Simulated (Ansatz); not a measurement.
Tunnelling through a barrier is set by its complex band structure: the current falls as exp(−2κd) with the smallest κ.

Here is the system:

```yaml
crystal:
  lattice:
    - [3.47588, 0.00000, 0.00000]
    - [0.00000, 3.47588, 0.00000]
    - [1.73794, 1.73794, 2.45782]
  atoms:
    - { symbol: B, position: [0.75000, 0.25000, 0.50000] }
    - { symbol: As, position: [0.00000, 0.00000, 0.00000] }
```

Space group of this cell: F-43m, zinc blende. The cell is strained (all lengths scaled by 1.02); by r2SCAN its mean pressure is -9.7 GPa.

Transport runs along the normal of the first two printed cell vectors, the (001) plane of the conventional cell.

The gap is the functional's own, uncorrected, and κ follows it; spin-orbit coupling is left out. Mid-gap values are interpolated between the computed energies.

Q: Estimate the band gap and the smallest decay constant κ at mid-gap that r2SCAN (Ansatz, an electronic-structure program) returns for this system.

A: Gap 1.47 eV on a 12×12×12 mesh; κ = 0.168 1/Å, at the zone centre.
